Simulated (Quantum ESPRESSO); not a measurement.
Troubleshooting Quantum ESPRESSO: a failed run on Lu (P6_3/mmc, 4 atoms in the cell). The aim is a self-consistent single point with DFT, LDA (PZ), plane waves, PSlibrary PAW (LDA) pseudopotentials.

Cell that was meant: a = 3.4926 Å, b = 3.4926 Å, c = 11.2376 Å, α = 90.00°, β = 90.00°, γ = 120.00°.

Part of the input:

```fortran
    ecutwfc = 50
    ecutrho = 400
    occupations = 'smearing'
    smearing = fd
    degauss = 0.0073499
/
&electrons
```

Output, abridged:

```
     This program is part of the open-source Quantum ESPRESSO suite
     for quantum simulation of materials; please cite

 %%%%%%%%%%%%%%%%%%%%%%%%%%%%%%%%%%%%%%%%%%%%%%%%%%%%%%%%%%%%%%%%%%%%%%%%%%%%%%
     Error in routine  read_namelists (1):
      bad line in namelist &system: "    degauss = 0.0073499" (error could be in the previous line)
 %%%%%%%%%%%%%%%%%%%%%%%%%%%%%%%%%%%%%%%%%%%%%%%%%%%%%%%%%%%%%%%%%%%%%%%%%%%%%%

     stopping ...
```

From the messages shown, name the fault and mend the input.

The fault is a string without quotes in a namelist. Fortran namelists need character values in quotes. To fix it, quote the value. The program stopped before any SCF iteration.

An input that runs soundly differs in these lines (not the only fix; some lines may just follow from the change or write a value another way):
```diff
-    smearing = fd
+    smearing = 'fd'
```

With that input, the run converged in 14 iterations: free energy E − TS -35364.9233 eV; Fermi level (on the code's own zero) 9.72 eV; pressure -5.73 GPa (DFT, LDA (PZ), plane waves, PSlibrary PAW (LDA) pseudopotentials).

On the sound input: the starting cell was generated: these elements placed on a structure prototype, without a prior relaxation; it need not be a known phase or ordering of this composition. With a pressure of about -6 GPa the cell is away from its equilibrium volume at this level.
